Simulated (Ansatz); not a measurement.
The starting structures come from a database of crystals and need not be the phases stable at ambient conditions.

By LDA, the system below comes out a metal.

Without scattering a metal conducts by its projected Fermi surface.

Given:

```
Al
1.0
    2.81246     0.00000     0.00000
   -1.40623     2.43566     0.00000
    0.00000     0.00000     4.86685
Al
2
Direct
  0.66667   0.33333   0.75000
  0.33333   0.66667   0.25000
```

Space group of this cell: P6_3/mmc, hcp (Mg type). The cell is taken as given; by LDA its mean pressure is -3.0 GPa.

The current flows along the normal of the first two printed cell vectors, the (001) plane of the conventional cell. No spin-orbit coupling; the value is a mean over 0.1 eV about the Fermi level.

Problem. State the ballistic conductance per area according to LDA (Ansatz, a program for electronic structure).

Solution. 1.7 × 10¹⁵ S/m² for both spins.
